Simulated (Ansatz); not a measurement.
Checking a run of Ansatz (a program for electronic structure) on TiS (Pm-3m, 2 atoms in the cell). The aim is a self-consistent single point with DFT, PBE, plane waves, default PAW files.

Cell that was meant: a = 3.1596 Å, b = 3.1596 Å, c = 3.1596 Å, α = 90.00°, β = 90.00°, γ = 90.00°.

Part of the input:

Ansatz 0.2 input:
```yaml
  atoms:
    - { symbol: Ti, position: [0.000000, 0.000000, 0.000000] }
    - { symbol: S, position: [0.500000, 0.500000, 0.500000] }
basis:
  ecutwfc: 65.0
kpoints:
  mp_grid: { grid: [7, 7, 7] }
hamiltonian:
  xc: pbe
  pseudopotentials: { kind: paw }
scf:
  occupations: { method: cold, width: 0.05 }
output:
  forces: true
  eigenvalues: true
```

Output, abridged:

```
   [... lines left out ...]
Symmetry: 48 space group operations
Space group: Pm-3m (ITA 221), of the structure as read, at distance tolerance 3.2e-5 Å
k-points: 20 of 343
Initial density: superposition of atomic densities (neutral atoms: chi_scale 0, normalization atom), corrected by the library's trained network
Initial wavefunctions: pseudopotential atomic-orbital guess
Eigensolver: davidson
Functional: x = pbe(κ = 0.804, μ = 0.2195149727645171), c = pbe(β = 0.06672455060314922)
SCF iter   1: F=—  HF=-3270.134623 eV  |F-HF|=—  |Δ(HF+E_count)|=         —  Δρ=6.31e-1  dr2=1.09e2  ethr=1.77e-3  ⟨swp⟩=1.0  Hψ=736  notcnv=0
all-band conjugate gradients solve this SCF's bands
preconditioner: auto → none
SCF iter   2: F=—  HF=-3198.416732 eV  |F-HF|=—  |Δ(HF+E_count)|=    7.17e1  S|Δr|=    0.00e0  Δρ=2.96e-1  dr2=2.12e1  ethr=1.77e-3  ⟨swp⟩=3.1  Hψ=766  notcnv=0  defer=1
   [... lines left out ...]
SCF iter  12: F=—  HF=-3180.879308 eV  |F-HF|=—  |Δ(HF+E_count)|=   1.24e-5  S|Δr|=    0.00e0  Δρ=1.03e-4  dr2=4.22e-6  ethr=2.79e-8  ⟨swp⟩=2.0  Hψ=352  notcnv=0  defer=1
SCF iter  13: F=—  HF=-3180.879308 eV  |F-HF|=—  |Δ(HF+E_count)|=   2.05e-7  S|Δr|=    0.00e0  Δρ=9.67e-5  dr2=3.76e-6  ethr=2.35e-8  ⟨swp⟩=1.0  Hψ=259  notcnv=0  defer=1
SCF iter  14: F=-3180.879306 eV  HF=-3180.879306 eV  |F-HF|=4.67e-8  |Δ(HF+E_count)|=   1.55e-6  S|Δr|=    0.00e0  Δρ=1.23e-5  dr2=6.18e-8  ethr=5.56e-10  ⟨swp⟩=3.0  Hψ=920  notcnv=0
SCF 1 converged in 14 iterations: F = -3180.879306 eV  dr2 = 6.18e-8
Stability not checked (fill_not_monotonic)
Free energy (F): -3180.879306 eV
Internal energy: -3180.876683 eV  (E = F + TS)
E sigma→0 (E₀):  -3180.878432 eV
Entropy (-TS):   -0.002623 eV (-1.312 meV/atom)
Fermi energy:    18.507430 eV
--- Forces (eV/Å), atoms counted from 1 ---
  atom   1  Ti    -0.00000000    -0.00000000     0.00000000
  atom   2  S      0.00000000    -0.00000000     0.00000000
--- Stress (GPa, compression-positive) ---
      -35.956530       0.000000      -0.000000
        0.000000     -35.956530       0.000000
       -0.000000       0.000000     -35.956530
  P = ⅓ Tr σ = -35.9565 GPa (-359.565 kbar)
  The stress holds the Pulay correction. Without it, at fixed plane waves, as pw.x and ABINIT print it: P = -1200.8919 GPa
```

Q: Can these results be used? Check the input.

A: The run is not sound. The fault is a basis or grid far too coarse for these potentials. Far below the cutoff that the potentials were made for, the basis cannot represent the orbitals near the nuclei, and energies, forces and above all the stress go wrong. To fix it, restore the cutoff that the potentials need and check convergence. The run converged in 14 iterations without an error; against the sound input the free energy rises by 111 eV/atom and the pressure goes from -11.29 to -35.96 GPa. At a fixed set of plane waves, without the program's Pulay estimate, the pressure is -1200.89 GPa against -11.30 GPa.

An input that runs soundly differs in these lines (not the only fix; some lines may just follow from the change or write a value another way):
```diff
-basis:
-  ecutwfc: 65.0
-  occupations: { method: cold, width: 0.05 }
+  occupations: { method: cold, width: 0.0037 Ry }
```

With that input, the run converged in 5 iterations: free energy E − TS (on the zero of these files) -3403.8132 eV; Fermi level (on the code's own zero) 13.03 eV; pressure -11.29 GPa (DFT, PBE, plane waves, default PAW files).

On the sound input: the starting cell was generated: these elements placed on a structure prototype, without a prior relaxation; it need not be a known phase or ordering of this composition. Its lattice was rescaled by a random factor within 2.5 % of one. Spin polarisation is off, so a magnetic state, if there is one, cannot be reached. With a pressure of about -11 GPa the cell is away from its equilibrium volume at this level. Ansatz's pressure includes its estimate of the finite-basis (Pulay) stress.
